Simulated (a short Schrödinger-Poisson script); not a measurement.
## MOS inversion layer, SiO2 on p-type Si(111)

Stack: MOS inversion layer, SiO2 on p-type Si(111), at 300 K.

| layer | material | thickness (nm) | Na (cm⁻³) |
|---|---|---|---|
| 1 | SiO2 | 1.9 | - |
| 2 | Si | 1500 | 8.1e16 |

Constants are typed, rounded textbook-type inputs, not results; the design itself was drawn at random and stands for no fabricated device. SiO2: permittivity 3.9, conduction-band edge (eV) 3.15, gap (eV) 9, electron mass (mₑ) 0.5. Si: permittivity 11.7, conduction-band edge (eV) 0, gap (eV) 1.124, Nv at 300 K (cm⁻³) 3.1e19.

Channel valleys (confinement mass, in-plane density-of-states mass, number): Δ6 0.258, 0.358, 6. At the gate the conduction-band edge of layer 1 lies 3.54 eV − eVg above the Fermi level of the channel; the field vanishes at the back. Gaps are held at their typed values at every temperature. Mesh 0.03 nm at interfaces.

From a short Schrödinger-Poisson script (our own, NumPy): 1D Poisson equation in equilibrium, electrons quantum, Hartree (BenDaniel-Duke, 12 states a valley, the channel's in-plane mass for all, wave functions ending at the dielectric), parabolic valleys, classical holes, full ionisation, no traps, pinning or gate leakage.

| Vg (V) | electrons (cm⁻²) | C (μF/cm²) | Δ6 E0 (meV) | Δ6 E1 (meV) |
|---|---|---|---|---|
| 0.1 | 2.20e6 | 0.101 | 423.2 | 469.9 |
| 0.3 | 2.49e9 | 0.102 | 240.4 | 292.1 |
| 0.5 | 4.37e11 | 0.872 | 105.6 | 164.0 |
| 0.7 | 1.76e12 | 1.20 | 67.9 | 135.7 |
| 0.9 | 3.33e12 | 1.30 | 50.1 | 126.3 |
| 1.1 | 4.99e12 | 1.36 | 38.3 | 121.8 |
| 1.3 | 6.72e12 | 1.40 | 29.4 | 119.5 |
| 1.5 | 8.48e12 | 1.43 | 22.2 | 118.3 |
| 1.7 | 1.03e13 | 1.45 | 16.0 | 117.7 |
| 1.9 | 1.21e13 | 1.46 | 10.6 | 117.5 |

Gate voltages with under 1e6 electrons/cm² are left out.

Subbands count from the Fermi level.
